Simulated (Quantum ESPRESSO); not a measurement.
Parameter sweep on GePt2 (P-62m, 9 atoms in the cell)

Space group P-62m (No. 189); a = 6.7440 Å, b = 6.7440 Å, c = 3.5410 Å, α = 90.00°, β = 90.00°, γ = 120.00°

```csv
atom,site,symmetry,x,y,z
Ge,2c,-6..,0.3333,0.6667,0.0000
Ge,1b,-62m,0.0000,0.0000,0.5000
Pt,3g,m2m,0.3782,0.3782,0.5000
Pt,3f,m2m,0.0000,0.2831,0.0000
```

Base run A: Quantum ESPRESSO with PBEsol, PSlibrary ultrasoft (PBE) pseudopotentials, self-consistent single point.

Its settings: ecutwfc = 45 Ry; ecutrho = 450 Ry; occupations = smearing; smearing = gauss; degauss = 0.0147 Ry; input_dft = pbesol; potentials = {Ge: Ge.pbe-n-rrkjus_psl.1.0.0.UPF, Pt: Pt.pbe-n-rrkjus_psl.1.0.0.UPF}; K_POINTS = automatic 3 3 5 0 0 0; conv_thr = 1e-10 Ry; mixing_beta = 0.7.

The starting cell comes from a database of computed structures (which also holds hypothetical and non-ambient phases and stackings), without a prior relaxation at this level. Spin polarisation is off. Without a gap this mesh is coarse (it stands for a supercell whose shortest vector is 18 Å).

Runs:
- B: input_dft: pbesol → default; pseudopotentials: {Ge: Ge.pbe-n-rrkjus_psl.1.0.0.UPF, Pt: Pt.pbe-n-rrkjus_psl.1.0.0.UPF} → {Ge: Ge.pz-n-rrkjus_psl.1.0.0.UPF, Pt: Pt.pz-n-rrkjus_psl.1.0.0.UPF} [LDA (PZ)]
- C: input_dft: pbesol → blyp [BLYP]
- D: input_dft: pbesol → wc [Wu-Cohen GGA]
- E: input_dft: pbesol → vdw-df2 [vdW-DF2]
- F: input_dft: pbesol → vdw-df-cx [vdW-DF-cx]
- G: input_dft: pbesol → rvv10 [rVV10]

| run | pressure (GPa) | largest force (eV/Å) |
|---|---|---|
| A | -0.65 | 0.016 |
| B | -5.48 | 0.096 |
| C | 19.38 | 0.168 |
| D | 1.14 | 0.038 |
| E | 27.16 | 0.317 |
| F | 1.09 | 0.070 |
| G | 14.81 | 0.232 |

Run E against A: The pressure goes from -0.65 to 27.16 GPa and the largest force goes from 0.016 to 0.317 eV/Å.

Run B against A: The pressure goes from -0.65 to -5.48 GPa and the largest force goes from 0.016 to 0.096 eV/Å.

Left out of this page: 3 runs of the series held back from this collection.
